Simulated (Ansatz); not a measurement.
A user runs Ansatz (a first-principles code) on Ni₂H (R-3m, 3 atoms in the cell) and asks whether the run is sound. The aim is a self-consistent single point with DFT, LDA (PW92), plane waves, default PAW files made with PBE.

Cell that was meant: a = 4.3918 Å, b = 4.3918 Å, c = 4.3918 Å, α = 33.46°, β = 33.46°, γ = 33.46°.

Part of the input:

Ansatz 0.2 input:
```yaml
    - [-1.264235, 0.729906, 4.142033]
    - [0.000000, -1.459813, 4.142033]
  atoms:
    - { symbol: Ni, position: [0.747266, 0.747266, 0.747266] }
    - { symbol: Ni, position: [0.252734, 0.252734, 0.252734] }
    - { symbol: H, position: [0.500000, 0.500000, 0.500000] }
basis:
  ecutwfc: 420.0 eV
[...]
hamiltonian:
  xc: lda
  pseudopotentials: { kind: paw }
scf:
  occupations: { method: fermi_dirac, width: 0.05 eV }
output:
  forces: true
```

Output (repeated stretches shortened):

```
WARN ansatz: RAYON_NUM_THREADS=1 ignored (pool sized by the plan → 1); use --threads N
   [... lines left out ...]
k-points: 189 of 1728
PAW frozen core: Ni, regenerated for the run's functional, and the local potential with it
Initial density: superposition of atomic densities (neutral atoms: chi_scale 0, normalization atom), corrected by the library's trained network
Initial wavefunctions: pseudopotential atomic-orbital guess
Eigensolver: davidson
Functional: x = slater, c = lda
SCF iter   1: F=—  HF=-11562.620465 eV  |F-HF|=—  |Δ(HF+E_count)|=         —  Δρ=2.39e-2  dr2=5.42e-2  ethr=1.77e-3  ⟨swp⟩=5.3  Hψ=16111  notcnv=0
all-band conjugate gradients solve this SCF's bands
preconditioner: auto → none
SCF iter   2: F=—  HF=-11562.608154 eV  |F-HF|=—  |Δ(HF+E_count)|=   1.23e-2  Δρ=8.36e-3  dr2=6.94e-3  ethr=1.47e-4  ⟨swp⟩=3.0  Hψ=9510  notcnv=0  defer=17
   [... lines left out ...]
SCF iter   5: F=—  HF=-11562.605974 eV  |F-HF|=—  |Δ(HF+E_count)|=   3.31e-5  Δρ=9.06e-5  dr2=9.79e-7  ethr=3.00e-7  ⟨swp⟩=2.0  Hψ=6101  notcnv=0  defer=17
SCF iter   6: F=—  HF=-11562.605975 eV  |F-HF|=—  |Δ(HF+E_count)|=   1.04e-6  Δρ=1.00e-5  dr2=7.45e-9  ethr=2.70e-10  ⟨swp⟩=6.5  Hψ=20764  notcnv=0
SCF iter   7: F=-11562.605975 eV  HF=-11562.605975 eV  |F-HF|=2.26e-10  |Δ(HF+E_count)|=   3.77e-9  Δρ=2.53e-6  dr2=2.78e-10  ethr=2.01e-11  ⟨swp⟩=2.3  Hψ=15296  notcnv=0
SCF 1 converged in 7 iterations: F = -11562.605975 eV  dr2 = 2.78e-10
Free energy (F): -11562.605975 eV
Internal energy: -11562.573561 eV  (E = F + TS)
E sigma→0 (E₀):  -11562.589768 eV
Entropy (-TS):   -0.032413 eV (-10.804 meV/atom)
Fermi energy:    17.550530 eV
--- Forces (eV/Å), atoms counted from 1 ---
  atom   1  Ni     0.00000000     0.00000000    -0.02161426
  atom   2  Ni     0.00000000    -0.00000000     0.02161426
  atom   3  H      0.00000000     0.00000000    -0.00000000
--- Stress (GPa, compression-positive) ---
       -8.717104       0.000000       0.000000
        0.000000      -8.717104       0.000000
        0.000000       0.000000      -8.966153
  P = ⅓ Tr σ = -8.8001 GPa (-88.001 kbar)
  The stress holds the Pulay correction. Without it, at fixed plane waves, as pw.x and ABINIT print it: P = -8.9857 GPa
```

Task: Is this run sound? If not, what is wrong?

Result: The results are close to the sound ones and would serve for rough work. The doubtful point is no spin polarisation for a cell with magnetic atoms. A run without spin cannot form moments, so any exchange energy of the magnetic state is missed. The run converged in 7 iterations without an error; against the sound input the free energy is nearly the same (within 1 meV/atom), the pressure goes from -8.66 to -8.80 GPa, the largest force hardly changes (0.021 to 0.022 eV/Å) and the net moment of 0.12 μB/atom is absent without spin.

The sound input it was made from differs as follows (other fixes are possible):
```diff
-    - { symbol: Ni, position: [0.747266, 0.747266, 0.747266] }
-    - { symbol: Ni, position: [0.252734, 0.252734, 0.252734] }
+    - { symbol: Ni, position: [0.747266, 0.747266, 0.747266], spin: 2.0 }
+    - { symbol: Ni, position: [0.252734, 0.252734, 0.252734], spin: 2.0 }
+magnetization:
+  spin_polarized: true
```

With that input, the run converged in 14 iterations: free energy E − TS (on the zero of these files) -11562.6068 eV; Fermi level (on the code's own zero) 17.57 eV; pressure -8.66 GPa; largest force (vector length) 0.021 eV/Å; size of the cell's spin moment 0.36 μB (DFT, LDA (PW92), plane waves, default PAW files made with PBE).

On the sound input: the starting cell comes from a database of computed structures (which also holds hypothetical and non-ambient phases and stackings), without a prior relaxation at this level. The moments shrank to a small part of their start, a low-spin state that need not be the lowest. The program warned that a starting moment was not kept. With a pressure of about -9 GPa the cell is away from its equilibrium volume at this level. Ansatz's pressure includes its estimate of the finite-basis (Pulay) stress.
